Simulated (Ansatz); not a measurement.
# Voigt–Reuss–Hill bulk modulus of SiO2 (P4₁2₁2, No. 92) at several levels of theory

No measured value is used here.

```json
[
 {"level (code)": "LDA (Ansatz)", "value (GPa)": "[?]", "cell (Å³/atom)": "14.00"},
 {"level (code)": "PBE (Ansatz)", "value (GPa)": "15.8", "cell (Å³/atom)": "15.31"},
 {"level (code)": "r²SCAN (Ansatz)", "value (GPa)": "14.8", "cell (Å³/atom)": "14.31"}
]
```

**Question.** What belongs in the gaps?

**Answer.** 
- LDA (Ansatz, an electronic-structure program), value (GPa): 11.3

Each level is taken at its own relaxed cell. Cutoffs differ between the levels. Ansatz's density-functional and Hartree–Fock values are scalar-relativistic unless marked +SOC, with PAW data made under PBE.
